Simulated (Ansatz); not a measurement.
The starting structures come from a database of crystals and need not be the phases stable at ambient conditions.

 Where the default PAW files enter, the runs use the earlier of Ansatz's two default sets.

Input:

```
SnZnO3
1.0
    5.37903     0.00000     0.00000
    2.68951     5.01153     0.00000
    2.68952     1.44337     4.42913
Zn Sn O
2 2 6
Cartesian
  5.37903   5.05602   1.61867
  5.37903   1.39889   2.81046
  2.68951   2.97343   0.66418
  8.06854   3.48147   3.76495
  6.22381   3.80279   0.22141
  4.53425   2.65211   4.20771
  6.44343   4.82738   3.36547
  4.31463   1.62752   1.06365
  3.46985   4.37402   1.97428
  7.28821   2.08088   2.45484
```

Space group of this cell: R-3. The cell is taken as given; by PBEsol its mean pressure is -7.0 GPa.

The current runs along the normal of the first two printed vectors, the (101) plane. All runs by Ansatz (an electronic-structure program), plane waves and PAW, without spin-orbit coupling; the base is PBEsol.

| run | mean pressure (GPa) | gap (eV) | mid-gap κ (1/Å) |
|---|---|---|---|
| base | -7.0 | 1.20 | 0.138 |
| all lengths scaled by 0.98 | 3.7 | 1.62 | 0.171 |
| all lengths scaled by 1.02 | -14.7 | 0.81 | 0.106 |
| lda in place of pbesol | -12.3 | 1.18 | 0.138 |
| lengths across the current scaled by 0.98, ions clamped | -0.3 | ? | ? |
| lengths across the current scaled by 1.02, ions clamped | -12.2 | 0.93 | 0.115 |
| lengths along the current scaled by 0.97, ions clamped | -1.6 | ? | ? |
| lengths along the current scaled by 1.03, ions clamped | -11.2 | ? | ? |

**Question.** What belongs in the gaps?

**Answer.** 
- lengths across the current scaled by 0.98, ions clamped, gap (eV): 1.45
- lengths across the current scaled by 0.98, ions clamped, mid-gap κ (1/Å): 0.161
- lengths along the current scaled by 0.97, ions clamped, gap (eV): 1.39
- lengths along the current scaled by 0.97, ions clamped, mid-gap κ (1/Å): 0.151
- lengths along the current scaled by 1.03, ions clamped, gap (eV): 0.97
- lengths along the current scaled by 1.03, ions clamped, mid-gap κ (1/Å): 0.123
